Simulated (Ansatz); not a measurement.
BN, pressure series

Base system: BN (space group P4_2/mnm, No. 136; a = 4.3988 Å, c = 2.5384 Å; a model cell, its experimental status unchecked).

Cell and atoms are relaxed at each pressure.

The values are results of DFT with PBEsol, PAW potentials and a 420 eV plane-wave cutoff in Ansatz (a first-principles code), no spin-orbit coupling, not measurements.

| case | band gap | shortest interatomic distance | smallest direct gap | c/a ratio |
|---|---|---|---|---|
| base | 4.58 eV | 1.533 Å | 5.73 eV | 0.577 |
| pressure −2 GPa | 4.58 eV | 1.536 Å | 5.73 eV | 0.577 |
| pressure −1 GPa | 4.58 eV | 1.535 Å | 5.73 eV | 0.577 |
| pressure 0.3 GPa | 4.58 eV | 1.533 Å | 5.73 eV | 0.577 |
| pressure 0.7 GPa | 4.58 eV | 1.532 Å | 5.73 eV | 0.577 |
| pressure 1.5 GPa | 4.57 eV | 1.531 Å | 5.73 eV | 0.577 |
| pressure 3 GPa | 4.57 eV | 1.529 Å | 5.73 eV | 0.577 |
| pressure 5 GPa | 4.56 eV | 1.527 Å | 5.73 eV | 0.578 |
| pressure 7.5 GPa | 4.55 eV | 1.523 Å | 5.72 eV | 0.578 |
| pressure 10 GPa | 4.54 eV | 1.520 Å | 5.72 eV | 0.578 |

Load acts through the strain it causes; cell and atoms are relaxed under it. Stability against distortions was not tested. No other phases were tried under pressure.
